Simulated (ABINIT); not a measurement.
## ABINIT run on Zr2Rh (Ibam, 6 atoms in the cell): self-consistent single point

Computed with PBEsol, PAW (JTH v2.0 PBE PAW, files made for PBE) (plane waves; ABINIT).

Input:

```
# Zr2Rh, JTH v2.0 PBE PAW
pp_dirpath "./"
pseudos "Zr.GGA_PBE-JTH.xml, Rh.GGA_PBE-JTH.xml"
acell 3*1.0 Angstrom
rprim
        -3.1701080000    3.1791420000    2.7796300000
         3.1701080000   -3.1791420000    2.7796300000
         3.1701080000    3.1791420000   -2.7796300000
natom 6
ntypat 2
znucl 40 45
typat 1 1 1 1 2 2
xred
         0.8319400000    0.1679500000    0.9998900000
         0.1680600000    0.8320500000    0.0001100000
         0.6680600000    0.6679500000    0.3360100000
         0.3319400000    0.3320500000    0.6639900000
         0.2500000000    0.7500000000    0.5000000000
         0.7500000000    0.2500000000    0.5000000000
ecut 571 eV
pawecutdg 1143 eV
ixc -116133
occopt 3
tsmear 0.05 eV
nband 52
kptopt 1
ngkpt 5 5 5
nshiftk 1
shiftk 0 0 0
nstep 100
tolvrs 1.0e-12
prtwf 0
prtden 0
prtvol 1
enunit 2
```

Output, abridged:

```
 Symmetries : space group Ib a m (# 72); Bravais oI (body-center ortho.)

 -outvars: echo values of preprocessed input variables --------
            acell      1.8897261329E+00  1.8897261329E+00  1.8897261329E+00 Bohr
             ecut      2.09838648E+01 Hartree
           enunit           2
              ixc     -116133
         kptrlatt        5    0    0      0    5    0      0    0    5
          kptrlen      4.98927707E+01
            natom           6
            nband          52
            ngfft          45      45      45
          ngfftdg          60      60      60
             nkpt          27
            nstep         100
             nsym           8
           ntypat           2
           occopt           3
        pawecutdg      4.20044789E+01 Hartree
            rprim     -3.1701080000E+00  3.1791420000E+00  2.7796300000E+00
                       3.1701080000E+00 -3.1791420000E+00  2.7796300000E+00
                       3.1701080000E+00  3.1791420000E+00 -2.7796300000E+00
          spgroup          72
           tolvrs      1.00000000E-12
           tsmear      1.83746627E-03 Hartree
            typat      1  1  1  1  2  2
           useylm           1
             xred      8.3194000000E-01  1.6795000000E-01  9.9989000000E-01
                       1.6806000000E-01  8.3205000000E-01  1.1000000000E-04
                       6.6806000000E-01  6.6795000000E-01  3.3601000000E-01
                       3.3194000000E-01  3.3205000000E-01  6.6399000000E-01
                       2.5000000000E-01  7.5000000000E-01  5.0000000000E-01
                       7.5000000000E-01  2.5000000000E-01  5.0000000000E-01
            znucl       40.00000   45.00000

== DATASET  1 ==================================================================

 Real(R)+Recip(G) space primitive vectors, cartesian coordinates (Bohr,Bohr^-1):
 R(1)= -5.9906359  6.0077077  5.2527395  G(1)=  0.0000000  0.0832264  0.0951884
 R(2)=  5.9906359 -6.0077077  5.2527395  G(2)=  0.0834636  0.0000000  0.0951884
 R(3)=  5.9906359  6.0077077 -5.2527395  G(3)=  0.0834636  0.0832264  0.0000000
 Unit cell volume ucvol=  7.5618416E+02 bohr^3
 Angles (23,13,12)=  1.06209905E+02  1.05964566E+02  1.16474537E+02 degrees

 Coarse grid specifications (used for wave-functions):

 getcut: wavevector=  0.0000  0.0000  0.0000  ngfft=  45  45  45
         ecut(hartree)=     20.984   => boxcut(ratio)=   2.13845

 Fine grid specifications (used for densities):

 getcut: wavevector=  0.0000  0.0000  0.0000  ngfft=  60  60  60
         ecut(hartree)=     42.004   => boxcut(ratio)=   2.06147

   8.72768494E+03                                ecore*ucvol(ha*bohr**3)

_setup2: Arith. and geom. avg. npw (full set) are    3472.344    3472.334

--- !BeginCycle
solver: {iscf: 17, nstep: 100, nline: 4, wfoptalg: 10, }
tolerances: {tolvrs: 1.00E-12, }
...

     iter   Etot(hartree)      deltaE(h)  residm     nres2
 ETOT  1  -408.28454231018    -4.083E+02 2.330E+00 5.183E+01
 ETOT  2  -413.26546216674    -4.981E+00 5.117E-02 1.062E+02
 ETOT  3  -412.94769955999     3.178E-01 2.544E-02 8.418E+00
 ETOT  4  -412.95232103321    -4.621E-03 1.110E-02 4.573E+00
 ETOT  5  -412.95462725348    -2.306E-03 6.592E-03 2.536E+00
 ETOT  6  -412.94603653185     8.591E-03 8.649E-03 1.183E-01
   [... 9 lines left out ...]
 ETOT 16  -412.94609767280     1.182E-10 6.820E-04 4.459E-09
 ETOT 17  -412.94609767282    -2.160E-11 4.275E-04 6.580E-10
 ETOT 18  -412.94609767282     5.684E-14 4.568E-04 2.807E-11
 ETOT 19  -412.94609767282     6.253E-13 4.572E-04 1.437E-12
 ETOT 20  -412.94609767281     1.137E-12 5.930E-04 8.013E-14

 At SCF step   20       nres2   =  8.01E-14 < tolvrs=  1.00E-12 =>converged.

 Cartesian components of stress tensor (hartree/bohr^3)
  sigma(1 1)= -1.97446779E-04  sigma(3 2)=  0.00000000E+00
  sigma(2 2)= -1.95090106E-04  sigma(3 1)=  0.00000000E+00
  sigma(3 3)= -1.50316561E-04  sigma(2 1)=  0.00000000E+00

 ----iterations are completed or convergence reached----

 reduced coordinates (array xred) for    6 atoms
       0.831940000000      0.167950000000      0.999890000000
       0.168060000000      0.832050000000      0.000110000000
       0.668060000000      0.667950000000      0.336010000000
       0.331940000000      0.332050000000      0.663990000000
       0.250000000000      0.750000000000      0.500000000000
       0.750000000000      0.250000000000      0.500000000000
 cartesian forces (eV/Angstrom) at end:
    1     -0.23418985322454     0.22961132487834    -0.00000000000000
    2      0.23418985322454    -0.22961132487834     0.00000000000000
    3     -0.23418985322454    -0.22961132487834     0.00000000000000
    4      0.23418985322454     0.22961132487834     0.00000000000000
    5      0.00000000000000     0.00000000000000     0.00000000000000
    6     -0.00000000000000     0.00000000000000     0.00000000000000
 frms,max,avg= 1.5460793E-01 2.3418985E-01   0.000E+00  0.000E+00  0.000E+00 e/A
 length scales=  1.889726132886  1.889726132886  1.889726132886 bohr
              =  1.000000000000  1.000000000000  1.000000000000 angstroms
 Fermi (or HOMO) energy (hartree) =   0.48483   Average Vxc (hartree)=  -0.44542
 Eigenvalues (hartree) for nkpt=  27  k points:
 kpt#   1, nband= 52, wtk=  0.00800, kpt=  0.0000  0.0000  0.0000 (reduced coord)
  -2.40075   -2.39981   -1.29564   -1.29234   -1.29018   -1.29015   -1.22809   -1.22307
  -1.22306   -1.22204   -1.22203   -1.21734   -0.50161   -0.49498   -0.49487   -0.49347
  -0.49335   -0.49327   -0.48983   -0.48387   -0.48250   -0.47616   -0.47523   -0.47515
   0.24956    0.30597    0.32163    0.32177    0.33860    0.35633    0.37017    0.37022
   0.37821    0.41003    0.41003    0.44666    0.45757    0.45787    0.46489    0.50136
   0.50463    0.50467    0.50841    0.50894    0.53022    0.53649    0.54118    0.55028
   0.55039    0.58669    0.58682    0.64076
      occupation numbers for kpt#   1
   2.00000    2.00000    2.00000    2.00000    2.00000    2.00000    2.00000    2.00000
   2.00000    2.00000    2.00000    2.00000    2.00000    2.00000    2.00000    2.00000
   2.00000    2.00000    2.00000    2.00000    2.00000    2.00000    2.00000    2.00000
   2.00000    2.00000    2.00000    2.00000    2.00000    2.00000    2.00000    2.00000
   2.00000    2.00000    2.00000    2.00000    2.00000    2.00000    1.99996    0.00025
   0.00004    0.00004    0.00001    0.00000    0.00000    0.00000    0.00000    0.00000
   0.00000    0.00000    0.00000    0.00000
 prteigrs : prtvol=0 or 1, do not print more k-points.

 Fermi (or HOMO) energy (eV) =  13.19281   Average Vxc (eV)= -12.12053
 Eigenvalues (   eV  ) for nkpt=  27  k points:
 kpt#   1, nband= 52, wtk=  0.00800, kpt=  0.0000  0.0000  0.0000 (reduced coord)
 -65.32775  -65.30218  -35.25619  -35.16625  -35.10760  -35.10679  -33.41812  -33.28152
 -33.28103  -33.25341  -33.25314  -33.12552  -13.64962  -13.46913  -13.46605  -13.42804
 -13.42460  -13.42246  -13.32897  -13.16688  -13.12936  -12.95696  -12.93166  -12.92955
   6.79096    8.32593    8.75203    8.75590    9.21387    9.69633   10.07274   10.07407
  10.29163   11.15753   11.15760   12.15432   12.45112   12.45934   12.65029   13.64265
  13.73156   13.73280   13.83449   13.84898   14.42808   14.59866   14.72639   14.97386
  14.97689   15.96472   15.96812   17.43584
 prteigrs : prtvol=0 or 1, do not print more k-points.

--- !EnergyTerms
comment             : Components of total free energy in Hartree
kinetic             :  7.92864468751375E+01
hartree             :  8.76924732870810E+01
xc                  : -3.72850608275932E+01
Ewald energy        : -3.17650101260384E+02
psp_core            :  1.15417453193970E+01
local_psp           : -3.21481150031682E+02
spherical_terms     :  8.49518396718840E+01
internal            : -4.12943806966160E+02
'-kT*entropy'       : -2.29064272257070E-03
total_energy        : -4.12946097608883E+02
total_energy_eV     : -1.12368347755243E+04
...

-Cartesian components of stress tensor (GPa)         [Pressure=  5.3238E+00 GPa]
- sigma(1 1)= -5.80908381E+00  sigma(3 2)=  0.00000000E+00
- sigma(2 2)= -5.73974811E+00  sigma(3 1)=  0.00000000E+00
- sigma(3 3)= -4.42246516E+00  sigma(2 1)=  0.00000000E+00

 Calculation completed.
```

The run converged in 20 iterations.

The starting cell comes from a database of computed structures (which also holds hypothetical and non-ambient phases and stackings), without a prior relaxation at this level. Its lattice was rescaled by a random factor within 2.5 % of one. Spin polarisation is off. The potentials were made for another functional than the one used. With a pressure of about 5 GPa the cell is away from its equilibrium volume at this level.

These are the values that this program gave, and no reference: the one-centre exchange-correlation terms come from a truncated expansion.

Cost on one core of a shared machine: roughly 6 min.
